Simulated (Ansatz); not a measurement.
Consider WSi2 (space group I4/mmm, No. 139; a = 3.212 Å, c = 7.807 Å; relaxed with 0.1 eV smearing).

Method: Kohn–Sham DFT with the r2SCAN functional, run in Ansatz (a first-principles code) with PAW and 500 eV plane waves, no spin-orbit coupling, earlier PAW set.

Modification: every lattice vector is shortened by 5.62 %; the atoms relax in the strained cell.

Task: What happens to the largest internal atomic displacement?

Result: The largest internal atomic displacement amounts to 0.017 Å.

Task: Predict the new energy relative to the base.

Result: The energy rises by 0.340 eV/atom.

No phonon test of stability was made. The final runs are not spin-polarised.
